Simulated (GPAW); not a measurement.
A self-consistent single point of MoTe₂ (P6_3/mmc, 6 atoms in the cell) with GPAW.

Method of the run: PBE, GPAW PAW datasets PBE (gpaw-data 1.0.1) (plane waves; GPAW).

The change in words: lattice scaled by 0.98. Reference geometry:
```yaml
crystal:
  lattice:
    - [1.75824, -3.04536, 0.00000]
    - [1.75824, 3.04536, 0.00000]
    - [0.00000, 0.00000, 13.94604]
  atoms:
    - { symbol: Te, position: [0.33333, 0.66667, 0.87900] }
    - { symbol: Te, position: [0.66667, 0.33333, 0.37900] }
    - { symbol: Te, position: [0.66667, 0.33333, 0.12100] }
    - { symbol: Te, position: [0.33333, 0.66667, 0.62100] }
    - { symbol: Mo, position: [0.33333, 0.66667, 0.25000] }
    - { symbol: Mo, position: [0.66667, 0.33333, 0.75000] }
```

Reference input (self-consistent single point, DFT PBE, plane waves, GPAW PAW datasets PBE (gpaw-data 1.0.1)): mode = pw; ecut = 550 eV; xc = PBE; kpts = 6 6 2; mesh shift (steps) = 0 0 0; occupations.name = fermi-dirac; occupations.width = 0.05 eV; nbands = -8; convergence.forces = 0.001 eV/Å; convergence.bands = -6; symmetry.symmorphic = false; symmetry.tolerance = 0.0005. This run's input differs from it in these lines:

```diff
@@ -5,11 +5,11 @@
 atoms = Atoms(['Te', 'Te', 'Te', 'Te', 'Mo', 'Mo'],
-              cell=[[1.758240, -3.045361, 0.000000],
-                    [1.758240, 3.045361, 0.000000],
-                    [0.000000, 0.000000, 13.946040]],
-              positions=[[1.758240, 1.015120, 12.258569],
-                         [1.758240, -1.015120, 5.285549],
-                         [1.758240, -1.015120, 1.687471],
-                         [1.758240, 1.015120, 8.660491],
-                         [1.758240, 1.015120, 3.486510],
-                         [1.758240, -1.015120, 10.459530]],
+              cell=[[1.723075, -2.984454, 0.000000],
+                    [1.723075, 2.984454, 0.000000],
+                    [0.000000, 0.000000, 13.667119]],
+              positions=[[1.723075, 0.994818, 12.013398],
+                         [1.723075, -0.994818, 5.179838],
+                         [1.723075, -0.994818, 1.653721],
+                         [1.723075, 0.994818, 8.487281],
+                         [1.723075, 0.994818, 3.416780],
+                         [1.723075, -0.994818, 10.250339]],
               pbc=True)
```

Log, with long lists cut:

```
     iter     time        total  log10-change:
                         energy   eigst   dens  force
iter:   1 --:--:--   -37.796882   +0.45
iter:   2 --:--:--   -37.657095   -0.56  -1.20
iter:   3 --:--:--   -37.104456   -1.36  -1.21
iter:   4 --:--:--   -36.718082   -1.48  -1.29
iter:   5 --:--:--   -36.782817   -1.58  -1.49
iter:   6 --:--:--   -36.737332   -1.90  -1.73
iter:   7 --:--:--   -36.653516   -2.33  -1.97
iter:   8 --:--:--   -36.654200   -3.53  -2.56
iter:   9 --:--:--   -36.658318c  -2.97  -2.52
iter:  10 --:--:--   -36.652889c  -3.72  -2.56
iter:  11 --:--:--   -36.652993c  -4.96  -3.09
   [... lines left out ...]
iter:  16 --:--:--   -36.652231c  -5.70  -3.43
iter:  17 --:--:--   -36.652227c  -6.64  -3.59
iter:  18 --:--:--   -36.652232c  -6.81  -3.68
iter:  19 --:--:--   -36.652230c  -6.93  -4.06c
iter:  20 --:--:--   -36.652228c  -6.66  -4.26c
iter:  21 --:--:--   -36.652229c  -7.34  -4.45c
iter:  22 --:--:--   -36.652229c  -8.48c -4.49c
iter:  23 --:--:--   -36.652229c  -7.59c -4.49c -2.39
iter:  24 --:--:--   -36.652229c  -8.46c -4.41c -2.87
iter:  25 --:--:--   -36.652229c  -8.81c -4.44c -2.93
iter:  26 --:--:--   -36.652229c  -8.26c -4.42c -2.53
iter:  27 --:--:--   -36.652229c  -8.71c -4.46c -3.23c
Converged after 27 iterations.

Dipole moment: (-0.000000, 0.000000, -0.000000) |e|*Ang

Energy contributions relative to reference atoms: (reference = -959430.878998)

Kinetic:        +48.441483
Potential:      -49.584858
External:        +0.000000
XC:             -35.257965
Entropy (-ST):   -0.000027
Local:           -0.250874
SIC:             +0.000000
--------------------------
Free energy:    -36.652242
Extrapolated:   -36.652229

Showing only first 2 kpts
 Kpt  Band  Eigenvalues  Occupancy
  0    24      8.74938    2.00000
  0    25      9.03034    1.99877
  0    26     12.13834    0.00000
  0    27     12.13834    0.00000

  1    24      8.95248    1.99974
  1    25      8.95248    1.99974
  1    26     12.18191    0.00000
  1    27     12.18191    0.00000

Fermi level: 9.39993

Gap: 0.810 eV
Transition (v -> c):
   [... lines left out ...]
Direct gap: 1.113 eV
   [... lines left out ...]
  0 Te    0.00000    0.00000    1.07690
  1 Te    0.00000   -0.00000    1.07690
  2 Te    0.00000   -0.00000   -1.07690
  3 Te   -0.00000    0.00000   -1.07690
  4 Mo    0.00000    0.00000    0.00000
  5 Mo    0.00000    0.00000   -0.00000

Stress tensor:
    -0.056326    -0.000000    -0.000000
    -0.000000    -0.056326     0.000000
    -0.000000     0.000000    -0.072580
Stress (GPa, Voigt): [ -9.0243  -9.0243 -11.6287   0.      -0.      -0.    ]
```

The run converged in 27 iterations. GPAW prints stress with tension positive. Against the reference run the free energy rises by 55.7 meV/atom, the pressure goes from 2.61 to 9.89 GPa, the largest force goes from 0.164 to 1.077 eV/Å and the gap on the mesh hardly changes (0.813 to 0.810 eV).

The starting cell has typed, rounded lattice constants, without a prior relaxation at this level. Its lattice was rescaled by a random factor within 2.5 % of one. For this run, on top of that: lattice scaled by 0.98. Spin-orbit coupling is off. With a pressure of about 10 GPa the cell is away from its equilibrium volume at this level. Forces in this geometry exceed 1 eV/Å.

Cost on one core of a shared machine: roughly 60 s.
